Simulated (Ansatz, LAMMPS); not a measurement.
**Random Si-Ge alloy, 5x5x5 cubic cells, lattice parameter by Vegard's rule**

Cell 27.87 × 27.87 × 27.87 Å, Si639Ge361, 1000 atoms. Prepared with Tersoff's 1989 multicomponent potential (SiCGe.tersoff) (LAMMPS): minimisation. 

All values below come from PBE, support functions at accuracy medium on the grid of 370 eV (norm-conserving potentials; Ansatz, an electronic-structure program).

Basis: localised support functions (accuracy medium) on a full density matrix. k-points: zone centre alone; occupations: Fermi-Dirac, 0.020 eV; spin polarisation not allowed. Spin-orbit coupling is left out.

```json
{
 "energy over the perfect crystal(s), per atom": "18 meV/atom",
 "Kohn-Sham gap of the cell on its k-mesh": "0.56 eV",
 "coordination (neighbours within 2.857 Å)": "100.0 % 4-fold",
 "Ge-Ge bonds, mean ± spread": "2.474 ± 0.007 Å",
 "Ge-Si bonds, mean ± spread": "2.427 ± 0.008 Å",
 "Si-Si bonds, mean ± spread": "2.382 ± 0.009 Å",
 "bond angles, mean ± spread": "109.5° ± 1.2°",
 "pressure": "-0.48 GPa",
 "cost_of_the_final_run": "about 60 core-minutes (a rough figure), 12 SCF iterations, 20 GiB"
}
```
